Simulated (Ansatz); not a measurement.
Consider KScMo2O8 (space group P-3m1, No. 164; a cell from a computed database, its experimental status unchecked).

```cif
data_KMo2O8Sc
_chemical_formula_sum 'K1 Sc1 Mo2 O8'
_space_group_name_H-M_alt 'P 1'
_space_group_IT_number 1
_cell_length_a 5.79294
_cell_length_b 5.79294
_cell_length_c 7.16858
_cell_angle_alpha 90.000
_cell_angle_beta 90.000
_cell_angle_gamma 120.000
loop_
_space_group_symop_operation_xyz
  'x, y, z'
loop_
_atom_site_label
_atom_site_type_symbol
_atom_site_fract_x
_atom_site_fract_y
_atom_site_fract_z
_atom_site_occupancy
K1 K 0.00000 0.00000 0.50000 1
Sc1 Sc 0.00000 0.00000 0.00000 1
Mo1 Mo 0.33333 0.66667 0.25595 1
Mo2 Mo 0.66667 0.33333 0.74405 1
O1 O 0.33037 0.16519 0.82315 1
O2 O 0.66963 0.83481 0.17685 1
O3 O 0.83481 0.16519 0.82315 1
O4 O 0.16519 0.83481 0.17685 1
O5 O 0.83481 0.66963 0.82315 1
O6 O 0.16519 0.33037 0.17685 1
O7 O 0.33333 0.66667 0.49598 1
O8 O 0.66667 0.33333 0.50402 1
```

Level of theory: DFT with r2SCAN, PAW potentials and a 500 eV plane-wave cutoff in Ansatz (a program for electronic structure), no spin-orbit coupling.

One change was made to it. Results:

```csv
quantity,base,after
volume per atom,17.36 Å³,16.68 Å³
"valence-band top at Γ (three highest levels, from the VBM)","0.00, -0.17, -0.17 eV","0.00, -0.16, -0.16 eV"
```

Problem. What was done to the base?
A. pressure −1 GPa
B. pressure 1.5 GPa
C. pressure 0.3 GPa
D. pressure 0.7 GPa

Solution. B, pressure 1.5 GPa. For comparison, the valence-band top at Γ in the other runs: pressure −1 GPa gives 0.00, -0.19, -0.19 eV; pressure 0.3 GPa gives 0.00, -0.17, -0.17 eV; pressure 0.7 GPa gives 0.00, -0.17, -0.17 eV.

The levels and masses belong to the bands next to the band gap. Load acts through the strain it causes; cell and atoms are relaxed under it. Whether these cells are dynamically stable was not tested. The final runs are not spin-polarised.
